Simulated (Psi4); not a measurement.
Psi4 1.11, PBE0/def2-svp: Sn(F)2(Cl)(Me) ([CH3][Sn]([F])([F])[Cl]), 8 atoms. The geometry is a generated start, not checked to be a minimum at this level.

```
Property                                              Value
--------------------------  -------------------------------
task                                                 energy
method                                                 pbe0
basis                                              def2-svp
memory                                                 3 GB
maxiter                                                 100
keys of the molecule block                      symmetry c1
scf_type                                       df (default)
diis_max_vecs                                  10 (default)
e_convergence                               1e-06 (default)
d_convergence                               1e-06 (default)
dft_radial_points                              75 (default)
dft_spherical_points                          302 (default)
effective core potentials   those of the basis set, past Kr
basis functions                                         101
grid points                                          172565
```

```xyz
8

C     -1.2974    -0.1520     0.0196
Sn     0.8956     0.0577    -0.0511
F      1.5979    -0.0703     1.8027
F      1.3202     1.9321    -0.5410
Cl     2.3064    -1.2290    -1.3165
H     -1.5080    -1.2042     0.1612
H     -1.6716     0.2170    -0.9279
H     -1.6432     0.4487     0.8529
```

With the defaults (diis = true, scf_initial_accelerator = adiis, damping_percentage = 0, guess = auto, which took SAD, soscf = false, soscf_start_convergence = 0.01, level_shift = 0, level_shift_cutoff = 0.01) it converges in 9 SCF iterations. One run each on 2 threads, with these changes:
- damping_percentage = 60
- guess = huckel
- level_shift = 0.5, level_shift_cutoff = 0.001
- guess = sap
- diis = false, scf_initial_accelerator = none, damping_percentage = 60
- guess = core
- soscf = true, soscf_start_convergence = 0.001
- guess = sadno
- scf_initial_accelerator = ediis

**Question.** Name the settings that don't reach the solution of the defaults.

**Answer.** No convergence: diis = false, scf_initial_accelerator = none, damping_percentage = 60 (the run ends without SCF convergence in 100 iterations). The rest reach the solution of the defaults.

```json
[
 {"setting": "soscf = true, soscf_start_convergence = 0.001", "SCF iterations": "7", "JK calls": "18", "end": "same solution"},
 {"setting": "the defaults", "SCF iterations": "9", "JK calls": "10", "end": "same solution"},
 {"setting": "scf_initial_accelerator = ediis", "SCF iterations": "9", "JK calls": "10", "end": "same solution"},
 {"setting": "level_shift = 0.5, level_shift_cutoff = 0.001", "SCF iterations": "9", "JK calls": "10", "end": "same solution"},
 {"setting": "guess = huckel", "SCF iterations": "11", "JK calls": "39", "end": "same solution"},
 {"setting": "guess = sadno", "SCF iterations": "11", "JK calls": "11", "end": "same solution"},
 {"setting": "guess = sap", "SCF iterations": "14", "JK calls": "14", "end": "same solution"},
 {"setting": "guess = core", "SCF iterations": "14", "JK calls": "14", "end": "same solution"},
 {"setting": "damping_percentage = 60", "SCF iterations": "73", "JK calls": "74", "end": "same solution"},
 {"setting": "diis = false, scf_initial_accelerator = none, damping_percentage = 60", "SCF iterations": "100", "JK calls": "101", "end": "no convergence"}
]
```

An SOSCF iteration holds several JK calls; a Hückel guess adds calls on atoms.
